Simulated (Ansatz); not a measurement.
A constructed model of the (100) surface of fcc Rh, a pseudomorphic layer of Pt in the host's stacking (bottom of the slab: a bare face, its two planes held)

Method: PBE (plane waves to 420 eV, PAW; Ansatz, a quantum-chemistry and plane-wave program).

Model: 7-atom slab, 11.8 Å thick at the start, 14x14x1 mesh, Fermi-Dirac 0.1 eV, dipole correction, 2 atoms held, the rest relaxed; start symmetry kept, larger cells not searched; no spin, no spin-orbit, no U. It is one candidate, not shown to be the stable structure of the face.

| Item | Result |
|---|---|
| work function of the top face | 5.53 eV |
| energy released by relaxation | 0.16 eV |
| cost | around 110 core-seconds (rough) |
